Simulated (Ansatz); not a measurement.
Start from GaP in the zinc blende structure (space group F-43m, No. 216; a = 5.506 Å).

All numbers come from Ansatz (a first-principles code) PBE, without spin-orbit coupling.

Strains are applied to the cell and any free atomic positions relax.

One change was made to it. Results:

The band gap falls by 0.01 eV to 1.57 eV; the pressure grows by 3.86 GPa, from 0.01 GPa to 3.87 GPa; the gap character changes from direct at Γ to indirect, Γ → Γ–X (87 % along).

Which change produced these results?
(A) isotropic strain −1.50 %
(B) isotropic strain −2.50 %
(C) isotropic strain +1.50 %

A, isotropic strain −1.50 %. For comparison, the band gap in the other runs: isotropic strain −2.50 % gives 1.51 eV; isotropic strain +1.50 % gives 1.22 eV.

No phonon test of stability was made. The real GaP has an indirect gap at ambient pressure; PBE orders its close-lying valleys differently.
